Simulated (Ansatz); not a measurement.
The starting structures come from a database of crystals and need not be the phases stable at ambient conditions.

The decay constant κ of evanescent states in the gap governs leakage through a thin film.

Given:

```yaml
crystal:
  lattice:
    - [5.80226, 0.00000, 0.00000]
    - [0.00000, 10.84574, 0.00000]
    - [2.90113, 5.42287, 2.90113]
  atoms:
    - { symbol: Cd, position: [0.00000, 0.00000, 0.00000] }
    - { symbol: Ga, position: [0.50000, 0.25000, 0.00000] }
    - { symbol: Ga, position: [0.00000, 0.50000, 0.00000] }
    - { symbol: Se, position: [0.01033, 0.59957, 0.52498] }
    - { symbol: Se, position: [0.53531, 0.41076, 0.45436] }
    - { symbol: Se, position: [0.98967, 0.12455, 0.47502] }
    - { symbol: Se, position: [0.46469, 0.86512, 0.54564] }
```

Space group of this cell: I-4. The cell is taken as given; by PBEsol its mean pressure is -0.8 GPa.

Transport runs along the normal of the first two printed cell vectors, the (100) plane of the conventional cell.

The gap is the functional's own, uncorrected, and κ follows it; spin-orbit coupling is left out. Mid-gap values are interpolated between the computed energies.

Give the band gap and the smallest decay constant κ at mid-gap that PBEsol run with Ansatz (a program for electronic structure) yields.

Gap 1.35 eV on a 10×10×10 mesh; κ = 0.104 1/Å, at the zone centre.
